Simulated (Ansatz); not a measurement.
The starting structures come from a database of crystals and need not be the phases stable at ambient conditions.

 Where the default PAW files enter, the runs use the earlier of Ansatz's two default sets.

Inside the gap of an insulator the Bloch states are evanescent, with a wavenumber k + iκ along the transport direction.

```xyz
15
Lattice="5.8533 0.0000 0.0000 -2.9267 5.0691 0.0000 0.0000 0.0000 4.4851" Properties=species:S:1:pos:R:3 pbc="T T T"
Na     2.9267     1.6897     4.2486
Na     0.0000     3.3794     0.2365
H      1.4255     4.3441     2.6229
H      1.5012     0.7250     1.8622
H     -1.5482     4.1316     2.6229
H      4.4749     0.9375     1.8622
H      0.1227     1.6626     2.6229
H      2.8040     3.4066     1.8622
Pt     0.0000     0.0000     0.0000
O      1.2281     4.9747     3.3586
O      1.6985     0.0945     1.1265
O     -1.9956     3.6454     3.3586
O      4.9223     1.4237     1.1265
O      0.7675     1.5182     3.3586
O      2.1592     3.5509     1.1265
```

Space group of this cell: P-3. The cell was relaxed by PBE-D3(BJ); by r2SCAN its mean pressure is -2.2 GPa.

Transport runs along the normal of the first two printed cell vectors, the (001) plane of the conventional cell.

The gap is the functional's own, uncorrected, and κ follows it; spin-orbit coupling is left out. Mid-gap values are interpolated between the computed energies.

**Question.** Estimate the band gap and the smallest decay constant κ at mid-gap that r2SCAN run with Ansatz (a program for electronic structure) returns for this system.

**Answer.** Gap 2.96 eV on a 6×6×8 mesh; κ = 0.475 1/Å, at the zone centre.
